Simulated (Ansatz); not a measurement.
3C silicon carbide: the defect Al on the Si site (Al_Si)

Computed with PBE, PAW (plane waves to 420 eV; Ansatz, a program for electronic structure). The supercell holds 64 host sites (2×2×2 repeats of the unit cell), with a 2×2×2 shifted k-point sampling for the final energies. Site at the start: the Si site. Energies of charged states are corrected for periodic images (point charge plus alignment at distant sites). Dielectric constants: PBE linear response of the host. Host gap at this level: 1.37 eV. Finite-size and sampling errors can reach tenths of an eV here. The semilocal functional narrows the gap, so deep levels can fall outside it. Spin–orbit coupling is left out. Each state is the lowest found from its start.

Formation energies E_f are given with the Fermi level at the valence-band maximum. Chemical conditions: C-rich (Δμ(Si) = -0.41 eV, Δμ(Al) = -0.16 eV, bounded by Al4C3 (R-3m); only phases computed here count, gases as isolated molecules at 0 K). Reference phases: Al: fcc Al, Si: silicon.

```csv
charge,moment (μB),largest move off a lattice site (Å),image correction with alignment (eV),"E_f, C-rich (eV)"
+1*,not spin-polarised,0.10,–,–
0†,1.0,0.10,0.00,1.52
−1,not spin-polarised,0.09,0.22,1.63
```

* At this level the carrier isn't localised at the defect: at charge +1 holes occupy the valence band. Such a state is shallow or no state of the defect, and this cell gives it no level.

† Not settled in this cell, so no level is given: charge 0: a level filled in part, carriers not clearly localised.
